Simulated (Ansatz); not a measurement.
P on the Al site in zinc-blende AlP, relaxed from 2 sites or starts (the Al site; the Al site, started 0.95 Å off site, one bond broken); at each charge the lowest end counts.

Calculation: PBE, PAW (plane waves to 420 eV; Ansatz, a program for electronic structure). Cell and caveats: 64-site cell; 2×2×2 shifted k-points; host gap 1.63 eV; charged states image-corrected; energies good to tenths of an eV.

```tsv
charge	neighbours at the lowest end (Å)	corrected energy + q E_VBM, against the first (eV)
+2	P 2.27, P 2.27, P 2.27, P 2.27	0.00
+1	P 2.35, P 2.35, P 2.35, P 2.35	0.72
0	P 2.42, P 2.42, P 2.42, P 2.43	1.79
```

Charges from +2 to −1 were run. The lines E(q) + q E_F give the stable charge, which changes above the valence-band maximum at (+2/+1) at 0.72 eV; (+1/0) at 1.07 eV.
